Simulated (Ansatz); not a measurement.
Take Sn in the diamond structure (space group Fd-3m, No. 227; a = 6.569 Å) as the base. Axes: x, y, z lie along the cube axes.

Method: r2SCAN (Ansatz, a quantum-chemistry and plane-wave program; PAW; 500 eV plane waves; no spin-orbit coupling), earlier PAW set.

Strains are applied to the cell and any free atomic positions relax; under biaxial strain the out-of-plane vector relaxes too.

One change was made to it. Results:

| quantity | base | after |
|---|---|---|
| pressure | 0.0 GPa | 2.8 GPa |
| energy relative to the base (free energy F) | 0 meV/atom | +16 meV/atom |
| band gap | zero | zero |

### Question
Name the change that was made.
A) isotropic strain +1.72 %
B) uniaxial strain ε_xx = +2.64 %
C) isotropic strain −1.86 %
D) isotropic strain −0.31 %
E) biaxial strain +0.92 %, plane normal [110], relaxed out of plane

### Answer
C, isotropic strain −1.86 %. For comparison, the energy relative to the base in the other runs: biaxial strain +0.92 %, plane normal [110], relaxed out of plane gives +1.6 meV/atom; uniaxial strain ε_xx = +2.64 % gives +5.0 meV/atom; isotropic strain +1.72 % gives +12 meV/atom; isotropic strain −0.31 % gives +0.4 meV/atom.

A biaxial case was relaxed in a doubled cell and then solved in the primitive one. No phonon test of stability was made.
